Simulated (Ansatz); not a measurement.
Base system: GaSb in the zinc blende structure (space group F-43m, No. 216).

```xyz
2
Lattice="0.0000 3.0557 3.0557 3.0557 0.0000 3.0557 3.0557 3.0557 0.0000" Properties=species:S:1:pos:R:3 pbc="T T T"
Ga     0.0000     0.0000     0.0000
Sb     1.5279     1.5279     1.5279
```

Level of theory: PBEsol (Ansatz, an electronic-structure program), without spin-orbit coupling.

Before the change:

| Property | Value |
|---|---|
| Pressure | 0.0 GPa |
| Band gap | zero |

It is then changed as follows: every lattice vector is stretched by 2.50 %; the atoms relax in the strained cell.

Task: What happens to the energy relative to the base, pressure and band gap?

Result: The energy goes up by 24 meV/atom; the pressure goes from zero to -3.2 GPa; the band gap stays zero.

With Sb present, leaving out spin-orbit coupling can change the band edges. Whether these cells are dynamically stable was not tested. The final runs are not spin-polarised. A zero or small gap of GaSb can be the functional's error rather than a property of the material.
